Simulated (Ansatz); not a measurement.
Take SnS in the GeS type structure (space group Pnma, No. 62; a = 11.155 Å, b = 4.000 Å, c = 4.261 Å) as the base.

Computed with PBE-D3(BJ) (Ansatz, a quantum-chemistry and plane-wave program), spin-orbit coupling left out, earlier PAW set.

| level | band gap |
|---|---|
| PBE-D3(BJ) | 0.70 eV |

Q: What does experiment give, and how far off is each level?

A: Measured: band gap 1.08 eV (temperature not stated; as listed in Manish Kothakonda et al., ACS Materials Au (2022)). Computed minus measured — band gap: PBE-D3(BJ) -0.38 eV. Measured values not marked as corrected hold thermal and zero-point effects that the static-lattice runs lack. A measured gap can be an optical one, lowered by exciton binding. Levels without spin-orbit coupling miss its effect on the gap.

Gaps are read on the SCF mesh and a high-symmetry path. Stability against distortions was not tested.
